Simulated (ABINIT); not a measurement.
Several settings converged on SnO (P4mm, 4 atoms in the cell)

```
CELL_PARAMETERS angstrom
      3.78100     0.00000     0.00000
      0.00000     3.78100     0.00000
      0.00000     0.00000     4.81580
ATOMIC_POSITIONS crystal
  Sn 0.50000 0.00000 0.77238
  Sn 0.00000 0.50000 0.23800
  O  0.50000 0.50000 0.00000
  O  0.00000 0.00000 0.00000
```

Base method: PBEsol, norm-conserving pseudopotentials (PseudoDojo nc-sr-04 PBEsol standard) (plane waves; ABINIT).

Base settings: pseudos = [Sn.upf, O.upf]; ecut = 42 Ha; occopt = 3; tsmear = 0.02 eV; ngkpt = 3 3 3; nshiftk = 1; shiftk = 0 0 0; potentials = PseudoDojo nc-sr-04 PBEsol standard; nband = 27; kptopt = 1.

The count of work is k-points × plane waves × bands × iterations; it is no time. Core times come from one kind of shared machine, to one figure; runs under 30 s give none.

**The k-point mesh**

Only quantities that move along the ladder and can be compared are tabulated.

| ngkpt | free energy less the last step's (meV/atom) | pressure (GPa) | largest difference of a force vector from the last step's (eV/Å) | count of work / last | core time / last (rough) |
|---|---|---|---|---|---|
| 2 2 1 | 6.13 | 1.67 | 0.390 | 0.027 | – |
| 3 3 2 | -1.24 | 3.23 | 0.044 | 0.099 | 0.08 |
| 3 3 3 | -4.55 | 3.10 | 0.080 | 0.092 | 0.07 |
| 5 5 4 | 0.58 | 3.40 | 0.005 | 0.30 | 0.3 |
| 6 6 5 | 0.04 | 3.36 | 0.001 | 0.46 | 0.4 |
| 8 8 6 | -0.01 | 3.35 | 0.003 | 1.00 | 0.7 |
| 9 9 7 | 0.00 | 3.35 | 0.000 | 1.0 | 1 |

Coarsest ngkpt that holds the forces within 0.02 eV/Å of the last step, with all finer ones: 5 5 4, at 0.30 of the last step's count of work and about 0.3 of the last step's time; the step before is off by 0.080 eV/Å.

Coarsest ngkpt that holds the pressure within 0.5 GPa of the last step, with all finer ones: 3 3 2, at 0.099 of the last step's count of work and about 0.08 of the last step's time; the step before is off by 1.7 GPa.

Coarsest ngkpt that holds the free energy within 2 meV/atom of the last step, with all finer ones: 5 5 4, at 0.30 of the last step's count of work and about 0.3 of the last step's time; the step before is off by 4.6 meV/atom.

**The SCF threshold**

In this ladder: tolvrs = default.

The mesh stays at the base's, so the ladder's end is converged at best in this setting alone.

Only quantities that move along the ladder and can be compared are tabulated; the gap is left out on so coarse a mesh.

| toldfe | pressure (GPa) | largest difference of a force vector from the last step's (eV/Å) | count of work / last | core time / last (rough) |
|---|---|---|---|---|
| 0.0037 Ha | 3.26 | 0.075 | 0.24 | 0.4 |
| 3.7e-05 Ha | 3.08 | 0.017 | 0.32 | 0.4 |
| 3.7e-07 Ha | 3.10 | 0.000 | 0.44 | 0.8 |
| 3.7e-09 Ha | 3.10 | 0.000 | 0.48 | 0.7 |
| 3.7e-14 Ha | 3.10 | 0.000 | 1.0 | 1 |

Coarsest toldfe that holds the pressure within 0.1 GPa of the last step, with all finer ones: 3.7e-05 Ha, at 0.32 of the last step's count of work and about 0.4 of the last step's time; the step before is off by 0.16 GPa.

Coarsest toldfe that holds the forces within 0.02 eV/Å of the last step, with all finer ones: 3.7e-05 Ha, at 0.32 of the last step's count of work and about 0.4 of the last step's time; the step before is off by 0.075 eV/Å.

On the base run: the starting cell has typed, rounded lattice constants, without a prior relaxation at this level. Its lattice was rescaled by up to half a per cent. One atom was moved a little off its site on purpose. In the base run, with a pressure of about 3 GPa the cell is away from its equilibrium volume at this level. In the base run, forces exceed 1 eV/Å.
